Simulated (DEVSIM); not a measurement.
System: Al0.4Ga0.6As/GaAs p-n heterojunction, at 350 K.

Layer 1 from the left is Al0.4Ga0.6As, thickness (μm) 0.150, Na (cm⁻³) 2.2e17, τn (s) 4.5e-8, τp (s) 4.5e-8. Layer 2 from the left is GaAs, thickness (μm) 0.190, Nd (cm⁻³) 1.2e15, τn (s) 4.5e-8, τp (s) 4.5e-8.

Left contact: ohmic. Right contact: ohmic. Voltage is applied to the left contact. Recombination: SRH at mid-gap, Auger. Mobility is constant in doping.

Constants are typed, rounded textbook-type inputs, not results; the design itself was drawn at random and stands for no fabricated device. Values at 300 K; Nc and Nv go as T^1.5, mobilities as T to minus their exponent, the gap by Varshni's rule with the affinity fixed.

Al0.4Ga0.6As: gap (eV) 1.9228, affinity (eV) 3.754, permittivity 11.76, Nc (cm⁻³) 7.93e17, Nv (cm⁻³) 9e18, μn (cm²/Vs) 3220, μp (cm²/Vs) 158, T exponent of μn 2.1, T exponent of μp 2.2, Cn (cm⁶/s) 1e-30, Cp (cm⁶/s) 1e-30, Varshni α (eV/K) 0.000541, Varshni β (K) 204. GaAs: gap (eV) 1.424, affinity (eV) 4.07, permittivity 12.9, Nc (cm⁻³) 4.7e17, Nv (cm⁻³) 9e18, μn (cm²/Vs) 8500, μp (cm²/Vs) 400, T exponent of μn 2.1, T exponent of μp 2.2, Cn (cm⁶/s) 1e-30, Cp (cm⁶/s) 1e-30, Varshni α (eV/K) 0.000541, Varshni β (K) 204.

DEVSIM, 1D drift-diffusion, Boltzmann statistics, complete ionisation; no tunnelling, impact ionisation, image-force lowering or self-heating. Band offsets follow the typed affinities; no thermionic-emission limit at abrupt steps, no polarisation charge.

What does the simulation give for the largest field in the device at zero bias, the dark forward voltage at 100 A/cm², the dark forward voltage at 1 A/cm², the potential step across the device at zero bias?

largest field in the device at zero bias 94000 V/cm; dark forward voltage at 100 A/cm² 0.901 V; dark forward voltage at 1 A/cm² 0.732 V; potential step across the device at zero bias 1.278 V.
